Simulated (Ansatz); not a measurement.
Al on the 1x1 (0001) surface of hcp Co, ferromagnetic, one in a 2x2 cell, energies for each (21.5 Å²). Energies are against an atom of fcc Al, without zero-point or thermal terms; each row is named by its start.

Computed with PBE (plane waves to 420 eV, PAW; Ansatz, a quantum-chemistry and plane-wave program).

Set-up: 17 atoms, 6.0 Å thick at the start under the adsorbate (thin: gaps and levels are the slab's own); mesh 7x7x1; 0.1 eV smearing; dipole correction on; 8 atoms held, the rest relaxed; each run with such symmetry as its start has; spin-polarised, no spin-orbit, no U, no dispersion correction.

A negative adsorption energy means that the adsorbate is more stable on the surface than in its reference. Starts that drift may end in the same place. Heights count from the host atoms within 0.3 Å of the top one.

```
starting site                           E_ads (eV)  height (Å)  nearest host atom (Å)  bonded to  Δ work function (eV)  lateral drift (Å)  moment (μB)
--------------------------------------  ----------  ----------  ---------------------  ---------  --------------------  -----------------  -----------
top Co                                        0.37        2.08                Co 2.23         Co                 -0.71                0.0         26.1
hollow Co-Co-Co                              -0.05        1.89                Co 2.41       3 Co                 -0.92                0.0         26.1
hollow Co-Co-Co over Co at depth 2.0 Å       -0.04        1.88                Co 2.40       3 Co                 -0.90                0.0         25.9
bridge Co-Co (span 2.5 Å)                    -0.04        1.89                Co 2.40       3 Co                 -0.92                0.7         26.1
```
